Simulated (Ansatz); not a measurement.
Worked example: self-consistent single point of Pb (Fm-3m, 1 atom in the cell) in Ansatz (an electronic-structure program).

Level of theory: PBE (plane waves, PAW; Ansatz).

```yaml
crystal:
  lattice:
    - [0.00000, 2.46758, 2.46758]
    - [2.46758, 0.00000, 2.46758]
    - [2.46758, 2.46758, 0.00000]
  atoms:
    - { symbol: Pb, position: [0.00000, 0.00000, 0.00000] }
```

Reference input (self-consistent single point, DFT, PBE, plane waves, default PAW files): basis.ecutwfc = 420 eV; kpoints.mp_grid.grid = 12 12 12; hamiltonian.xc = pbe; hamiltonian.pseudopotentials = {kind: paw} (the program's default PAW files); scf.occupations.method = gaussian; scf.occupations.width = 0.1 eV. This run's input differs from it in these lines:

Ansatz 0.2 input:
```diff
@@ -10,3 +10,3 @@
 kpoints:
-  mp_grid: { grid: [12, 12, 12] }
+  mp_grid: { grid: [28, 28, 28] }
 hamiltonian:
```

The program printed (abridged):

```
SCF iter   1: F=—  HF=-11906.400392 eV  |F-HF|=—  |Δ(HF+E_count)|=         —  Δρ=4.84e-4  dr2=5.18e-5  ethr=1.77e-3  ⟨swp⟩=5.6  Hψ=45465  notcnv=0
all-band conjugate gradients solve this SCF's bands
preconditioner: auto → none
SCF iter   2: F=—  HF=-11906.399998 eV  |F-HF|=—  |Δ(HF+E_count)|=   3.94e-4  Δρ=4.60e-4  dr2=3.32e-5  ethr=3.70e-7  ⟨swp⟩=2.8  Hψ=18665  notcnv=0
SCF iter   3: F=—  HF=-11906.400006 eV  |F-HF|=—  |Δ(HF+E_count)|=   8.20e-6  Δρ=1.27e-4  dr2=2.85e-6  ethr=2.37e-7  ⟨swp⟩=2.0  Hψ=11103  notcnv=0
SCF iter   4: F=—  HF=-11906.400008 eV  |F-HF|=—  |Δ(HF+E_count)|=   2.44e-6  Δρ=2.92e-5  dr2=2.69e-7  ethr=2.03e-8  ⟨swp⟩=2.0  Hψ=7474  notcnv=0
iter 5 did not close the SCF: its close was put off for the readings that it lacked (scf_convergence_deferred on its scf_iter line)
SCF iter   5: F=-11906.400009 eV  HF=-11906.400009 eV  |F-HF|=5.62e-8  |Δ(HF+E_count)|=   1.00e-7  Δρ=1.21e-5  dr2=4.67e-8  ethr=1.92e-9  ⟨swp⟩=2.9  Hψ=10846  notcnv=0
SCF iter   6: F=-11906.400009 eV  HF=-11906.400009 eV  |F-HF|=8.71e-10  |Δ(HF+E_count)|=   2.65e-8  Δρ=1.65e-6  dr2=6.91e-10  ethr=3.34e-10  ⟨swp⟩=3.8  Hψ=33117  notcnv=0
SCF 1 converged in 6 iterations: F = -11906.400009 eV  dr2 = 6.91e-10
Free energy (F): -11906.400009 eV
Internal energy: -11906.397627 eV  (E = F + TS)
E sigma→0 (E₀):  -11906.398818 eV
Entropy (-TS):   -0.002382 eV (-2.382 meV/atom)
Fermi energy:    11.149840 eV
--- Forces (eV/Å), atoms counted from 1 ---
  atom   1  Pb    -0.00000000    -0.00000000     0.00000000
--- Stress (GPa, compression-positive) ---
        2.865164       0.000000      -0.000000
        0.000000       2.865164      -0.000000
        0.000000      -0.000000       2.865164
  P = ⅓ Tr σ = 2.8652 GPa (28.652 kbar)
  The stress holds the Pulay correction. Without it, at fixed plane waves, as pw.x and ABINIT print it: P = 2.8419 GPa
```

The run converged in 6 iterations. Against the reference run the free energy drops by 14.7 meV/atom and the pressure goes from 3.15 to 2.87 GPa.

The starting cell has typed, rounded lattice constants, without a prior relaxation at this level. Its lattice was rescaled by up to half a per cent. Ansatz's pressure includes its estimate of the finite-basis (Pulay) stress.
